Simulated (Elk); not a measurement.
Input and output of a self-consistent single point for BaHfO₃ (Pm-3m, 5 atoms in the cell) (Elk).

Method of the run: PBE+U, all-electron FP-LAPW, Elk's shipped species files, default APW+lo basis run with Elk.

```xyz
5
Lattice="4.1225 0.0000 0.0000 0.0000 4.1225 0.0000 0.0000 0.0000 4.1225" Properties=species:S:1:pos:R:3 pbc="T T T"
Ba     0.0000     0.0000     0.0000
Hf     2.0612     2.0612     2.0612
O      2.0612     0.0000     2.0612
O      0.0000     2.0612     2.0612
O      2.0612     2.0612     0.0000
```

Reference input (self-consistent single point, DFT, PBE, all-electron FP-LAPW, Elk's shipped species files, default APW+lo basis): xctype = 20; rgkmax = 7; stype = 3; swidth = 0.000734986 Ha; ngridk = 6 6 6. This run's input differs from it in these lines:

```diff
@@ -14,2 +14,6 @@
   0.000734986
+
+dft+u
+  1 1   : dftu, inpdftu
+  2 2  0.036749  0.000000   : is, l, U, J
```

Output, abridged:

```
│ Self-consistent loop started │
│ Loop number : 1 │
 total energy                :     -23465.9633903
│ Loop number : 2 │
 total energy                :     -23466.1072747
RMS change in Kohn-Sham potential (target) :    1.374949490     (  0.1000000000E-05)
Absolute change in total energy (target)   :   0.1438844548     (  0.1000000000E-03)
│ Loop number : 3 │
 total energy                :     -23466.5761654
RMS change in Kohn-Sham potential (target) :    1.329120778     (  0.1000000000E-05)
Absolute change in total energy (target)   :   0.5048617292     (  0.1000000000E-03)
│ Loop number : 4 │
   [... lines left out ...]
Absolute change in total energy (target)   :   0.1310531123E-02 (  0.1000000000E-03)
│ Loop number : 16 │
 total energy                :     -23463.5692408
RMS change in Kohn-Sham potential (target) :   0.1443977998E-05 (  0.1000000000E-05)
Absolute change in total energy (target)   :   0.2899629108E-03 (  0.1000000000E-03)
│ Loop number : 17 │
 total energy                :     -23463.5691202
RMS change in Kohn-Sham potential (target) :   0.4444049870E-06 (  0.1000000000E-05)
Absolute change in total energy (target)   :   0.4811256076E-04 (  0.1000000000E-03)
Convergence targets achieved

│ Loop number : 18 │

Energies :
 Fermi                       :     0.299905227096
 DFT+U                       :     0.118508136946E-02
 total energy                :     -23463.5690498

Density of states at Fermi energy :   0.1363523668E-06
 (states/Hartree/unit cell)

Estimated indirect band gap :   0.1399552592
 from k-point     20 to k-point      1
Estimated direct band gap   :   0.1447261987
 at k-point      1

Charges :
 core                        :    88.00000000
 valence                     :    64.00000000
 interstitial                :    8.200195692
 muffin-tins (core leakage)
  species :    1 (Ba)
   atom    1                 :    53.73803902     (  0.5300313376E-05)
  species :    2 (Hf)
   atom    1                 :    69.37675623     (  0.1153170854E-04)
  species :    3 (O)
   atom    1                 :    6.895003019     (  0.3392788857E-06)
   atom    2                 :    6.895003019     (  0.3392788857E-06)
   atom    3                 :    6.895003019     (  0.3392788857E-06)
 total in muffin-tins        :    143.7998043
 total calculated charge     :    152.0006551
 total charge                :    152.0000000
 error                       :   0.6551265634E-03

│ Self-consistent loop stopped │
```

The run converged in 18 iterations. The count includes the last loop, which Elk runs after its targets are met. Against the reference run the gap on the mesh goes from 3.684 to 3.808 eV.

The starting cell has typed, rounded lattice constants, without a prior relaxation at this level. Its lattice was rescaled by a random factor within 2.5 % of one. Spin-orbit coupling is off. Spin polarisation is off. The U value is a test value, and with U on an open shell several self-consistent states can exist. Values depend on the basis (sphere radii, cutoffs, local orbitals), which need not be converged.

Cost on one core of a shared machine: roughly 30 s.
